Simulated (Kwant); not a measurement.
Device: wire with a row of barriers in a Si two-dimensional gas. Effective mass 0.19 mₑ, grid spacing 6.2 nm, hard walls, nominal width 150 nm (25 grid rows, so walls 161.2 nm apart), one parabolic valley, scattering region 620 nm long along x; energies count from the band bottom; Fermi energy swept from 7.0368e-05 to 0.00083562 eV. 4 barrier(s) across the wire, height 0.0082 eV, thickness 12.4 nm (about 2 grid columns), spaced by 99.2 nm.

Constants are typed, rounded textbook-type inputs, not results; the design itself was drawn at random and stands for no fabricated device.

Computed with Kwant: effective-mass tight-binding model on a square grid, one spin, coherent transport at 0 K. Conductance is in e²/h.

Question: How many channels do the leads carry at E = 0.412, 0.754, 0.826 meV?

Answer: The hard-wall thresholds are n² ħ²π²/(2mW²) = n² × 0.0762 meV with W = 161.2 nm. √(0.412/0.0762) = 2.33, so 2. √(0.754/0.0762) = 3.15, so 3. √(0.826/0.0762) = 3.29, so 3.
